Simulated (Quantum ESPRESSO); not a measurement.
Quantum ESPRESSO run on LaAlSi (I4_1md, 6 atoms in the cell): self-consistent single point.

Method: rVV10, GBRV 1.5 ultrasoft (PBE) pseudopotentials (plane waves; Quantum ESPRESSO 7.5).

```yaml
crystal:
  lattice:
    - [-2.14131, 2.14131, 7.23773]
    - [2.14131, -2.14131, 7.23773]
    - [2.14131, 2.14131, -7.23773]
  atoms:
    - { symbol: La, position: [0.37503, 0.87503, 0.50000] }
    - { symbol: La, position: [0.62503, 0.62503, 0.00000] }
    - { symbol: Al, position: [0.20826, 0.20826, 0.00000] }
    - { symbol: Al, position: [0.95826, 0.45826, 0.50000] }
    - { symbol: Si, position: [0.79171, 0.29171, 0.50000] }
    - { symbol: Si, position: [0.04171, 0.04171, 0.00000] }
```

Reference input (self-consistent single point, DFT, LDA (PZ), plane waves, GBRV 1.5 ultrasoft (LDA) pseudopotentials): ecutwfc = 40 Ry; ecutrho = 200 Ry; occupations = smearing; smearing = fermi-dirac; degauss = 0.0073499 Ry; potentials = {La: la_lda_v1.uspp.F.UPF, Al: al_lda_v1.uspp.F.UPF, Si: si_lda_v1.uspp.F.UPF}; K_POINTS = automatic 9 9 9 0 0 0; conv_thr = 1e-11 Ry; mixing_beta = 0.4. This run's input differs from it in these lines:

```diff
@@ -17,2 +17,3 @@
     degauss = 0.0073499
+    input_dft = 'rvv10'
 /
@@ -23,5 +24,5 @@
 ATOMIC_SPECIES
-La   138.9055  la_lda_v1.uspp.F.UPF
-Al    26.9815  al_lda_v1.uspp.F.UPF
-Si    28.0850  si_lda_v1.uspp.F.UPF
+La   138.9055  la_pbe_v1.uspp.F.UPF
+Al    26.9815  al_pbe_v1.uspp.F.UPF
+Si    28.0850  si_pbe_v1.uspp.F.UPF
 ATOMIC_POSITIONS {crystal}
```

Output, abridged:

```
     Self-consistent Calculation

     iteration #  1     ecut=    40.00 Ry     beta= 0.40

     Threshold (ethr) on eigenvalues was too large:
     Diagonalizing with lowered threshold

     negative rho (up, down):  1.259E-01 0.000E+00

     total energy              =    -238.54892863 Ry
     estimated scf accuracy    <       0.05326648 Ry

     iteration #  2     ecut=    40.00 Ry     beta= 0.40

     negative rho (up, down):  1.134E-01 0.000E+00

     total energy              =    -238.55274254 Ry
     estimated scf accuracy    <       0.01118008 Ry

     iteration #  3     ecut=    40.00 Ry     beta= 0.40

     negative rho (up, down):  1.045E-01 0.000E+00

     total energy              =    -238.55372075 Ry
     estimated scf accuracy    <       0.00201963 Ry

   [... 9 blocks of this kind left out ...]

     iteration # 13     ecut=    40.00 Ry     beta= 0.40

     negative rho (up, down):  1.029E-01 0.000E+00

     total energy              =    -238.55409791 Ry
     estimated scf accuracy    <          1.2E-11 Ry

     iteration # 14     ecut=    40.00 Ry     beta= 0.40

     negative rho (up, down):  1.029E-01 0.000E+00
     End of self-consistent calculation

     the Fermi energy is    10.3372 ev

!    total energy              =    -238.55409792 Ry
     estimated scf accuracy    <          1.8E-12 Ry
     smearing contrib. (-TS)   =      -0.00341174 Ry
     internal energy E=F+TS    =    -238.55068617 Ry

     convergence has been achieved in  14 iterations

     negative rho (up, down):  1.029E-01 0.000E+00

     Forces acting on atoms (cartesian axes, Ry/au):

     atom    1 type  1   force =     0.00000000    0.00000000    0.00022398
     atom    2 type  1   force =     0.00000000    0.00000000    0.00022398
     atom    3 type  2   force =     0.00000000    0.00000000    0.00293440
     atom    4 type  2   force =     0.00000000   -0.00000000    0.00293440
     atom    5 type  3   force =    -0.00000000   -0.00000000   -0.00315837
   [... lines left out ...]
     Total force =     0.006105     Total SCF correction =     0.000001
   [... lines left out ...]

     negative rho (up, down):  1.029E-01 0.000E+00
          total   stress  (Ry/bohr**3)                   (kbar)     P=       41.20
   0.00024964   0.00000000   0.00000000           36.72        0.00        0.00
   0.00000000   0.00024964   0.00000000            0.00       36.72        0.00
   0.00000000   0.00000000   0.00034090            0.00        0.00       50.15

   JOB DONE.
```

The run converged in 14 iterations. Against the reference run the pressure goes from -1.26 to 4.12 GPa and the largest force moves little (0.083 to 0.081 eV/Å).

The starting cell comes from a database of computed structures (which also holds hypothetical and non-ambient phases and stackings), without a prior relaxation at this level. Its lattice was rescaled by a random factor within 2.5 % of one. With a pressure of about 4 GPa the cell is away from its equilibrium volume at this level.

Cost on one core of a shared machine: roughly 6 min.
